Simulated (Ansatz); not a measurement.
Consider Sb (space group R-3m, No. 166; relaxed with 0.1 eV smearing).

```yaml
crystal:
  lattice:
    - [2.13290, 1.23143, 3.56619]
    - [-2.13290, 1.23143, 3.56619]
    - [0.00000, -2.46286, 3.56619]
  atoms:
    - { symbol: Sb, position: [0.23960, 0.23960, 0.23960] }
    - { symbol: Sb, position: [0.76040, 0.76040, 0.76040] }
```

Cartesian axes are those of the cell as printed.

The values are results of Kohn–Sham DFT with the PBEsol-D3(BJ) functional, run in Ansatz (a quantum-chemistry and plane-wave program) with PAW and 420 eV plane waves, spin-orbit coupling left out, earlier PAW set, not measurements.

Strains are applied to the cell and any free atomic positions relax; under biaxial strain the out-of-plane vector relaxes too; under stress the whole cell relaxes.

One change was made to it. Results:

```json
[
 {"quantity": "energy relative to the base (free energy F)", "base": "0 meV/atom", "after": "+0.5 meV/atom"},
 {"quantity": "volume per atom", "base": "28.10 Å³", "after": "27.95 Å³"}
]
```

Which of these changes matches the shifts?
A. isotropic strain +5.24 %
B. uniaxial stress, 0.5 GPa compression along z
C. uniaxial strain ε_zz = −2.96 %
D. biaxial strain +2.08 %, plane normal [001], relaxed out of plane

B, uniaxial stress, 0.5 GPa compression along z. For comparison, the energy relative to the base in the other runs: biaxial strain +2.08 %, plane normal [001], relaxed out of plane gives +6.8 meV/atom; uniaxial strain ε_zz = −2.96 % gives +4.8 meV/atom; isotropic strain +5.24 % gives +96 meV/atom.

Beyond what the load breaks, stability against distortions was not tested.
